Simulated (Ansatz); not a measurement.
## A computed series for CaTiO3: element substitutions

Start from CaTiO3 in the cubic perovskite structure (space group Pm-3m, No. 221; a = 3.8414 Å; a model cell).

Each row replaces one element on all its sites; cell and atoms are relaxed.

The values are results of Ansatz (a quantum-chemistry and plane-wave program) PBEsol, no spin-orbit coupling, earlier PAW set, not measurements.

```tsv
variant	lattice parameter a	band gap
base	3.841 Å	1.89 eV
O → Se	4.920 Å	zero
Ca → Be	3.770 Å	zero
Ca → Sr	3.891 Å	1.86 eV
```

A case with no gap was solved on a k-mesh chosen for an insulator, which is coarse for it. No phonon test of stability was made. As relaxed here, CaTiSe3 and TiBeO3 are hypothetical phases, not in the database extracts checked. No Hubbard U is applied, and correlation can decide whether such a compound is a metal. The final runs are not spin-polarised. Many cubic perovskites are stable only at high temperature; tilts and polar distortions were not tested. CaTiSe3 has a high density of states at the Fermi level and may be magnetic at this level. A zero or small gap of TiBeO3 can be the functional's error rather than a property of the material.
